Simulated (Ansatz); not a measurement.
# CsCl-type CoAl

Computed with PBEsol (Ansatz, a quantum-chemistry and plane-wave program, plane waves, PAW).

Numerical settings: plane-wave cutoff 520 eV, 22×22×22 k mesh, Fermi–Dirac smearing 0.04 eV (set by the program), no spin polarisation, scalar-relativistic PAW data made under PBE.

Cell (measured lattice):

```yaml
crystal:
  lattice:
    - [2.86100, 0.00000, 0.00000]
    - [0.00000, 2.86100, 0.00000]
    - [0.00000, 0.00000, 2.86100]
  atoms:
    - { symbol: Al, position: [0.50000, 0.50000, 0.50000] }
    - { symbol: Co, position: [0.00000, 0.00000, 0.00000] }
```

```
Property                                         Value
---------------------------------------------  -------
elastic constant C11                           270 GPa
elastic constant C12                           108 GPa
elastic constant C44                           134 GPa
Voigt–Reuss–Hill bulk modulus                  162 GPa
Voigt–Reuss–Hill shear modulus (Hill average)  109 GPa
Young modulus                                  268 GPa
Poisson ratio                                    0.225
```

Note: the cell isn't this level's own, so it is under some stress, which shifts stiffness and frequencies.

Elastic constants are with the ions relaxed.

The computed numbers hold no vibrational or temperature effects.

Computing time: roughly 4 core-minutes.
